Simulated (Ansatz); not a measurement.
Take ZnS in the wurtzite structure (space group P6_3mc, No. 186; a = 3.782 Å, c = 6.208 Å) as the base.

The change: every Zn is replaced by Cd; the structure is relaxed again.

Levels (all Ansatz, a quantum-chemistry and plane-wave program, PAW): PBEsol (420 eV, no SOC); r2SCAN (500 eV, spin-orbit coupling left out); HSE06 (420 eV, without spin-orbit coupling).

One geometry, relaxed with PBEsol, under each level:

| level | band gap | lowest conduction level above the VBM at special points | electron mass | pressure |
|---|---|---|---|---|
| PBEsol | 1.09 eV | Γ 1.09 eV; A 2.76 eV; L 3.36 eV; M 3.63 eV | 0.11 mₑ along c, 0.12 mₑ across (at Γ) | 0.00 GPa |
| r2SCAN | 1.70 eV | Γ 1.70 eV; A 3.34 eV; L 3.89 eV; M 4.21 eV | 0.15 mₑ along c, 0.16 mₑ across (at Γ) | 1.78 GPa |
| HSE06 | (withheld) | (withheld) | – | – |

**Question.** Give the withheld HSE06 results.

**Answer.** 
- HSE06, band gap: 2.26 eV
- HSE06, lowest conduction level above the VBM at special points: Γ 2.26 eV; A 3.96 eV; L 4.52 eV

Single points use the geometry relaxed with PBEsol. Their cutoffs differ, which shifts pressures a little. Masses are band curvatures over ±0.01 Å⁻¹ around the edge. Stability against distortions was not tested.
